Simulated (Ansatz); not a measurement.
## A computed series for NaLaO2: response to strain

Start from NaLaO$_{2}$ (space group R-3m, No. 166; a = 3.6459 Å, c = 16.5807 Å (hexagonal axes); a model cell, its experimental status unchecked).

Strains are applied to the cell and any free atomic positions relax.

All numbers come from plane-wave PAW DFT at the PBEsol level (Ansatz, a first-principles code, 420 eV), no spin-orbit coupling.

Notes on the quantities. pressure: mean of the normal stresses, compression positive.

| isotropic strain (%) | pressure (GPa) |
|---|---|
| -1.33 | 3.3 |
| -0.58 | ? |
| -0.38 | 0.9 |
| 0 | 0.0 |
| 0.52 | -1.2 |
| 1.93 | -3.9 |

Problem. Fit P = P₀ − Bδ + Cδ² with δ = (1 + ε)³ − 1 to the rows shown and predict the withheld row.

Solution. Least squares on the printed values gives P₀ = 0.0 GPa, B = 77.0 GPa (at held cell shape), C = 187 GPa (largest residual 0.0 GPa); this predicts 1.4 GPa, and the run gives 1.4 GPa, in agreement.

Whether these cells are dynamically stable was not tested.
